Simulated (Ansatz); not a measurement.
Relaxation of the outer planes of the (110) surface of rock-salt BaO in its 1x1 cell (cut with top plane Ba + O, bottom plane Ba + O), outermost plane spacing 1.97 Å in the ideal cut.

Computed with PBE (plane waves to 420 eV, PAW; Ansatz, an electronic-structure program).

Set-up: 14 atoms, Ba7O7, 11.8 Å thick at the start; mesh 7x5x1; 0.025 eV smearing; dipole correction on; all atoms relaxed; held to the start's symmetry, so lower structures may exist; no spin, no spin-orbit, no U.

| plane | atoms | bulk spacing to the next (Å) | relaxed spacing (Å) | change (%) | rumpling (Å) |
|---|---|---|---|---|---|
| 1 | Ba + O | 1.971 | 1.608 | -18.4 | 0.23 (Ba outermost) |
| 2 | Ba + O | 1.971 | 2.219 | 12.6 | 0.18 (O outermost) |
